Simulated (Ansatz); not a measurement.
Reference: CdTe (F-43m), r2SCAN with spin-orbit coupling, rigid bands (plane waves, PAW; Ansatz, a first-principles code); axes and stresses refer to this cell.

```xyz
2
Lattice="0.0000 3.2446 3.2446 3.2446 0.0000 3.2446 3.2446 3.2446 0.0000" Properties=species:S:1:pos:R:3 pbc="T T T"
Cd     0.0000     0.0000     0.0000
Te     1.6223     1.6223     1.6223
```

band gap: 1.01 eV
Seebeck coefficient, n-type 1e19 cm⁻³: -64 μV/K
hole conductivity mass: 0.54 mₑ

Question: After one change the values are band gap 0.72 eV; Seebeck coefficient, n-type 1e19 cm⁻³ -60 μV/K; hole conductivity mass 0.33 mₑ. Name the change that produced these shifts.
(A) biaxial stress in (111) of 1 GPa (compression positive)
(B) biaxial stress in (001) of 0.5 GPa (compression positive)
(C) biaxial stress in (110) of 1 GPa (compression positive)
(D) biaxial stress in (001) of -2 GPa (compression positive)

Answer: D, biaxial stress in (001) of -2 GPa (compression positive)

Masses are for dilute carriers at 300 K, harmonic means over directions unless an axis is named. Seebeck coefficients are for the stated density at 300 K, with one relaxation time for all states and whether or not that doping can be reached. Stresses and pressures are the targets of the relaxation.  The structure type is held under load, also where the real crystal would transform.
